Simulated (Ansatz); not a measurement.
Ansatz (a program for electronic structure) run on TaOs3 (P4mm, 4 atoms in the cell): relaxation of the atoms.

Level of theory: LDA (PW92), default PAW files made with PBE (plane waves; Ansatz).

The change in words: one atom moved by 0.15 angstrom; relax: default → atoms; relax.f_tol: default → 0.001 eV/Å. Reference geometry:
```yaml
crystal:
  lattice:
    - [3.90322, 0.00000, 0.00000]
    - [0.00000, 3.90322, 0.00000]
    - [0.00000, 0.00000, 3.90322]
  atoms:
    - { symbol: Ta, position: [0.00000, 0.00000, 0.00000] }
    - { symbol: Os, position: [0.00000, 0.50000, 0.50000] }
    - { symbol: Os, position: [0.50000, 0.00000, 0.50000] }
    - { symbol: Os, position: [0.50000, 0.50000, 0.00000] }
```

Reference input (self-consistent single point, DFT, LDA (PW92), plane waves, default PAW files made with PBE): basis.ecutwfc = 420 eV; kpoints.mp_grid.grid = 9 9 9; hamiltonian.xc = lda; hamiltonian.pseudopotentials = {kind: paw} (the program's default PAW files); scf.occupations.method = gaussian; scf.occupations.width = 0.1 eV. This run's input differs from it in these lines:

```diff
@@ -6,3 +6,3 @@
   atoms:
-    - { symbol: Ta, position_ang: [0.000000, 0.000000, 0.000000] }
+    - { symbol: Ta, position_ang: [0.000000, 0.000000, 0.150001] }
     - { symbol: Os, position_ang: [0.000000, 1.951612, 1.951612] }
@@ -23,2 +23,4 @@
     width: 0.1 eV
+relax:
+  f_tol: 0.001
 output:
```

Output, abridged:

```
   [... SCF lines of the steps left out ...]
relax step   1: F+E_penalty+E_count = -43038.42135938 eV  Δ(F+E_penalty+E_count) = +0.000e0 eV  max|allowed force component| = 1.580e0 eV/Å  Δτ_max = 0.0000 Å  (6 SCF iters, dr2 threshold 1.00e-7 eV, accepted)
relax step   2: F+E_penalty+E_count = -43038.52890690 eV  Δ(F+E_penalty+E_count) = -1.075e-1 eV  max|allowed force component| = 4.210e-1 eV/Å  Δτ_max = 0.1383 Å  (6 SCF iters, dr2 threshold 1.00e-4 eV, accepted)
relax step   3: F+E_penalty+E_count = -43038.53864041 eV  Δ(F+E_penalty+E_count) = -9.734e-3 eV  max|allowed force component| = 1.779e-2 eV/Å  Δτ_max = 0.0273 Å  (6 SCF iters, dr2 threshold 1.11e-5 eV, accepted)
relax step   4: F+E_penalty+E_count = -43038.53864041 eV  Δ(F+E_penalty+E_count) = -5.093e-11 eV  max|allowed force component| = 1.779e-2 eV/Å  Δτ_max = 0.0000 Å  (6 SCF iters, accepted)
relax step   5: F+E_penalty+E_count = -43038.53867071 eV  Δ(F+E_penalty+E_count) = -3.030e-5 eV  max|allowed force component| = 7.164e-5 eV/Å  Δτ_max = 0.0021 Å  (6 SCF iters, dr2 threshold 1.98e-8 eV, accepted)
relax step   6: F+E_penalty+E_count = -43038.53867071 eV  Δ(F+E_penalty+E_count) = +2.183e-11 eV  max|allowed force component| = 7.133e-5 eV/Å  Δτ_max = 0.0000 Å  (6 SCF iters, accepted)
the relaxation is at rest under the 8 symmetry operations that the run kept from its start: a minimum is not shown …
Stability not checked: this state was not tested for a lower state beside it, because too few of the mixer's solves of this state at the end of the SCF gave a …
Free energy (F): -43038.538671 eV
Internal energy: -43038.514714 eV  (E = F + TS)
E sigma→0 (E₀):  -43038.526692 eV
Entropy (-TS):   -0.023957 eV (-5.989 meV/atom)
Fermi energy:    23.352992 eV
--- Forces (eV/Å), atoms counted from 1 ---
  atom   1  Ta     0.00000000     0.00000000     0.00002466
   [... lines left out ...]
  F+E_penalty+E_count = -43038.53867071 eV   max|allowed force component| = 7.133e-5 eV/Å
  atoms:
    - { symbol: Ta, position: [5.551115123125783e-17, 5.551115123125783e-17, 0.00960773918606969] }
    - { symbol: Os, position: [5.551115123125783e-17, 0.5, 0.5096082437737248] }
    - { symbol: Os, position: [0.5, 5.551115123125783e-17, 0.5096082437737248] }
    - { symbol: Os, position: [0.5, 0.5, 0.009605533272629441] }
```

The run converged.  The full log also holds: “iter 5 did not close the SCF: its close was put off for the readings that it lacked (scf_convergence_deferred on its scf_iter line)”. The full log also holds: “iter 4 did not close the SCF: its close was put off for the readings that it lacked (scf_convergence_deferred on its scf_iter line)”.

Summary of the result:
- Free energy E − TS (on the zero of these files) = -43038.5387 eV
- Fermi level (on the code's own zero) = 23.35 eV
- Pressure = -9.00 GPa
- Relaxation steps = 6

The starting cell comes from a database of computed structures (which also holds hypothetical and non-ambient phases and stackings), without a prior relaxation at this level. Its lattice was rescaled by up to half a per cent. For this run, on top of that: one atom moved by 0.15 angstrom. Spin polarisation is off. The relaxation keeps the symmetry of its start, so its end need not be a minimum. Ansatz's pressure includes its estimate of the finite-basis (Pulay) stress.

Cost on one core of a shared machine: roughly 80 s.

Keys are those of Ansatz 0.2.
